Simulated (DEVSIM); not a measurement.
Device: Pd/SiON/SiO2/p-Si capacitor, at 250 K.

| layer (left to right) | material | thickness (nm) | Na (cm⁻³) |
|---|---|---|---|
| 1 | SiON | 2.10 | - |
| 2 | SiO2 | 1.20 | - |
| 3 | Si | 12000 | 2.3e15 |

Metal gate on the left, work function 5.2 eV. Fixed charge at the semiconductor interface 1.4e12 cm⁻² (in units of +e); no interface traps.

This is a model device: material constants are rounded textbook-type values typed into the input, and sizes, dopings and lifetimes were drawn at random. Values at 300 K; Nc and Nv go as T^1.5, mobilities as T to minus their exponent, the gap by Varshni's rule with the affinity fixed.

| parameter | SiON | SiO2 | Si |
|---|---|---|---|
| gap (eV) | 7 | 9 | 1.124 |
| affinity (eV) | 1.4 | 0.9 | 4.05 |
| permittivity | 5.5 | 3.9 | 11.7 |
| Nc (cm⁻³) | - | - | 2.86e19 |
| Nv (cm⁻³) | - | - | 3.1e19 |
| Varshni α (eV/K) | - | - | 0.000473 |
| Varshni β (K) | - | - | 636 |

Simulated with DEVSIM: 1D Poisson equation in equilibrium, Boltzmann statistics, complete ionisation; no quantum confinement or tunnelling. Metal contacts follow the ideal Schottky-Mott rule: no Fermi-level pinning, no interface dipoles.

Task: Tabulate band edges, carrier densities and field at 0.4 V on the gate.

Result: Energies count from the Fermi level of the right contact; mesh points crowd at the junctions.

```tsv
x (μm)	Ec (eV)	Ev (eV)	n (cm⁻³)	p (cm⁻³)	field (V/cm)
0.000	3.400	-3.600	< 1e2	< 1e2	-430000
0.0009784	3.358	-3.642	< 1e2	< 1e2	-430000
0.001940	3.317	-3.683	< 1e2	< 1e2	-430000
0.002700	3.774	-5.226	< 1e2	< 1e2	-600000
0.004005	0.589	-0.547	2.9e7	2.2e8	15000
0.006796	0.594	-0.543	2.4e7	2.7e8	15000
0.01338	0.603	-0.533	1.5e7	4.3e8	15000
0.03895	0.640	-0.496	2700000	2.4e9	14000
0.09101	0.708	-0.428	110000	5.6e10	12000
0.2241	0.839	-0.298	270	2.4e13	7400
0.5379	0.934	-0.203	< 1e2	1.9e15	450
1.757	0.937	-0.199	< 1e2	2.3e15	≈ 0
4.383	0.937	-0.199	< 1e2	2.3e15	≈ 0
8.515	0.937	-0.199	< 1e2	2.3e15	≈ 0
10.94	0.937	-0.199	< 1e2	2.3e15	≈ 0
11.56	0.937	-0.199	< 1e2	2.3e15	≈ 0
11.83	0.937	-0.199	< 1e2	2.3e15	≈ 0
11.93	0.937	-0.199	< 1e2	2.3e15	≈ 0
11.98	0.937	-0.199	< 1e2	2.3e15	≈ 0
12.00	0.937	-0.199	< 1e2	2.3e15	≈ 0
12.00	0.937	-0.199	< 1e2	2.3e15	≈ 0
12.00	0.937	-0.199	< 1e2	2.3e15	≈ 0
```
